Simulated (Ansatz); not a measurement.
Levels about the gap of amorphous Si24O47F2 (73 atoms in a cell of 1102 Å³, 2.21 g/cm³; zone centre alone, so wide bands show as single levels with stretches between that a denser mesh fills), at the geometry that PBE relaxed, where it gives 1.3 GPa on a denser mesh. The participation number counts the atoms over which a state spreads; weights are charges in smoothed Voronoi cells. The levels come from a single point, so bond lengths are those of that geometry. Method of the levels: PBE, scalar-relativistic without spin-orbit coupling (Ansatz, a first-principles code). Sampling: the zone centre alone; Fermi-Dirac width 0.02 eV; no spin polarisation. At PBE the levels at the filled edge of the gap are localised (band-tail or defect states).

It comes from a melt-quench run on a machine-learned potential (CHGNet), relaxed afterwards by DFT. O and F atoms were pushed apart under 1.9 Å during the dynamics, to hinder bonds among them. The hot cell started wider than the set density and was brought back towards it in steps. It is the lowest in DFT energy of 2 quenches. It is a model cell: composition and starting density were chosen by hand, and all elements were melted together. No dispersion term was used. Its density started from a set value of 2.21 and ended at 2.21 g/cm³. The quench (nominally 400 K/ps over its main leg) was far faster than any real one, so the model tends to hold more defects than a real film. One small periodic cell is one sample of the glass; other quenches scatter about these values. The volume was held where the preparation left it, at a PBE pressure of 1.3 GPa. Stress components on the final sampling reach 4.6 GPa.

```
E - E(highest filled), eV  filling  participation number        largest on  weight O  weight Si  weight F
-------------------------  -------  --------------------  ----------------  --------  ---------  --------
-0.29                       filled                  26.2   O, 2 neighbours      0.96       0.04      0.00
-0.25                       filled                  17.3   O, 2 neighbours      0.96       0.04      0.00
-0.23                       filled                  24.8   O, 2 neighbours      0.96       0.04      0.00
-0.15                       filled                  24.8   O, 2 neighbours      0.96       0.04      0.00
-0.13                       filled                   9.5   O, 2 neighbours      0.96       0.04      0.00
-0.07                       filled                   7.4   O, 2 neighbours      0.96       0.04      0.00
0.00                        filled                   5.5   O, 2 neighbours      0.95       0.05      0.00
5.19                         empty                  60.9   O, 2 neighbours      0.68       0.29      0.03
6.46                         empty                  38.6  Si, 4 neighbours      0.56       0.42      0.01
6.72                         empty                  42.1  Si, 4 neighbours      0.64       0.36      0.01
6.97                         empty                  51.3   O, 2 neighbours      0.67       0.31      0.02
```

Most localised among these is the filled level at +0.00 eV, on a O atom, which has 2 neighbours (Si 1.68 Å, Si 1.68 Å).
